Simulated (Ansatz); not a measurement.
# Response to strain in TiO2

The parent structure is TiO2 in the rutile structure (space group P4_2/mnm, No. 136; a = 4.591 Å, c = 2.939 Å). Axes: x, y, z lie along a, b, c of the conventional cell.

Strains are applied to the cell and any free atomic positions relax.

The values are results of DFT with PBEsol, PAW potentials and a 420 eV plane-wave cutoff in Ansatz (a first-principles code), scalar-relativistic without spin-orbit coupling, not measurements.

Notes on the quantities. energy relative to the base: free energy F.

```csv
uniaxial strain ε_zz (%),energy relative to the base (meV/atom)
-3,15.4
-2.4,9.7
-1.8,5.4
-1.2,2.4
-0.6,?
0,0.0
```

Fit ΔE = Aε² + Bε³ (ε in %) to the rows shown and predict the withheld row.

Least squares on the printed values gives A = 1.60 and B = -0.036 meV/atom (largest residual 0.0 meV/atom); this predicts 0.6 meV/atom, and the run gives 0.6 meV/atom, in agreement.

Whether these cells are dynamically stable was not tested. All final runs are without spin polarisation.
